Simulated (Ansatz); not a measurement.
# Pressure series in GaAs

The parent structure is GaAs in the zinc blende structure (space group F-43m, No. 216; a = 5.746 Å).

Cell and atoms are relaxed at each pressure.

The values are results of DFT with PBE, PAW potentials and a 420 eV plane-wave cutoff in Ansatz (a program for electronic structure), no SOC, earlier PAW set, not measurements.

Candidates:
(a) pressure 30 GPa
(b) pressure 2.1 GPa
(c) pressure 9 GPa
(d) pressure 0.9 GPa

Base values:

| Quantity | Value |
|---|---|
| Band gap | 0.16 eV |

Task: Order them by band gap, highest first.

Result: (c) pressure 9 GPa (1.02 eV), (a) pressure 30 GPa (0.97 eV), (b) pressure 2.1 GPa (0.40 eV), (d) pressure 0.9 GPa (0.27 eV)

Load acts through the strain it causes; cell and atoms are relaxed under it. Stability against distortions was not tested. Measured, GaAs leaves this structure (for a Cmcm phase) near 15 GPa (room temperature; as listed in arXiv:1906.07825). A zero or small gap of GaAs can be the functional's error rather than a property of the material.
